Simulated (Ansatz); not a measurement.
A self-consistent single point of AlNi3N (Pm-3m, 5 atoms in the cell) with Ansatz (an electronic-structure program).

Method of the run: revPBE-D4, default PAW files made with PBE (plane waves; Ansatz).

```
AlNi3N
1.0
    3.63557     0.00000     0.00000
    0.00000     3.63557     0.00000
    0.00000     0.00000     3.63557
Al N Ni
1 1 3
Direct
  0.00000   0.00000   0.00000
  0.50000   0.50000   0.50000
  0.00000   0.50000   0.50000
  0.50000   0.50000   0.00000
  0.50000   0.00000   0.50000
```
Moments meant for the start (each program seeds them in its own way; μB, in the order of the atoms Al N Ni Ni Ni): 0.0 0.0 2.0 2.0 2.0.

Reference input (self-consistent single point, DFT, PBEsol, plane waves, default PAW files made with PBE): kpoints.mp_grid.grid = 9 9 9; kpoints.mp_grid.shift = 0.5 0.5 0.5; hamiltonian.xc = pbesol; hamiltonian.pseudopotentials = {kind: paw} (the program's default PAW files); magnetization.spin_polarized = true; scf.occupations.method = methfessel_paxton; scf.occupations.width = 0.136 eV. This run's input differs from it in these lines:

Ansatz 0.2 input:
```diff
@@ -16,3 +16,4 @@
 hamiltonian:
-  xc: pbesol
+  xc: revpbe
+  dispersion: d4
   pseudopotentials:
```

Output (repeated stretches shortened):

```
SCF iter   1: F=—  HF=-18453.220508 eV  |F-HF|=—  |Δ(HF+E_count)|=         —  Δρ=2.16e-1 (↑2.13e-1 ↓2.16e-1)  dr2=6.87e-1  dr2_m=1.96e1  M=0.401 μB ∫|m|=0.713 μB  β_m=0.30  ethr=1.11e-3  ⟨swp⟩=1.2  Hψ=14111  notcnv=0
Mixer restart at iter 1: flushing history
all-band conjugate gradients solve this SCF's bands
preconditioner: auto → Kerker (q_TF=auto, 2.847 Å⁻¹)
spin=Collinear: Kerker preconditioning applied to the charge; magnetization (m = ρ↑ − ρ↓) channel mixes plain (no charge-response kernel on spin).
   [... lines left out ...]
SCF iter  12: F=—  HF=-18458.921165 eV  |F-HF|=—  |Δ(HF+E_count)|=   2.64e-8  S|Δr|=    0.00e0  Δρ=1.39e-5 (↑1.39e-5 ↓1.29e-5)  dr2=2.12e-7  dr2_m=1.65e-10  M=-0.000 μB ∫|m|=0.000 μB  β_m=0.82  ethr=1.61e-10  ⟨swp⟩=9.4  Hψ=13432  notcnv=0
SCF iter  13: F=-18458.921165 eV  HF=-18458.921165 eV  |F-HF|=4.28e-8  |Δ(HF+E_count)|=   2.74e-8  S|Δr|=    0.00e0  Δρ=6.11e-6 (↑5.61e-6 ↓6.11e-6)  dr2=3.71e-8  dr2_m=3.17e-11  M=-0.000 μB ∫|m|=0.000 μB  ethr=1.61e-10  ⟨swp⟩=3.2  Hψ=10363  notcnv=0
SCF 1 converged in 13 iterations: F = -18458.921165 eV  dr2 = 3.71e-8
WARN: the starting moments were not kept: the SCF closed with an absolute magnetisation of 5.3e-6 μB, where they sum to 6 μB in size (3 sites) …
   [... lines left out ...]
Absolute magnetization: 0.0000 μB (∫|ρ↑−ρ↓|, with the PAW one-centre terms)
Free energy (F): -18458.921165 eV
Fermi energy:    17.784213 eV
   [... lines left out ...]
  atom   1  Al    -0.00000000    -0.00000000    -0.00000000
   [... zero for the other atoms too ...]
--- Stress (GPa, compression-positive) ---
       19.327085       0.000000       0.000000
        0.000000      19.327085       0.000000
        0.000000       0.000000      19.327085
  P = ⅓ Tr σ = 19.3271 GPa (193.271 kbar)
  The stress holds the Pulay correction. Without it, at fixed plane waves, as pw.x and ABINIT print it: P = 19.0342 GPa
```

The run converged in 13 iterations. Against the reference run the pressure moves little (19.29 to 19.33 GPa).

The starting cell was generated: these elements placed on a structure prototype, without a prior relaxation; it need not be a known phase or ordering of this composition. Its lattice was rescaled by a random factor within 2.5 % of one. The starting moments vanished: the run ended non-magnetic, which need not be the lowest state. The program warned that a starting moment was not kept. With a pressure of about 19 GPa the cell is away from its equilibrium volume at this level. Ansatz's pressure includes its estimate of the finite-basis (Pulay) stress.
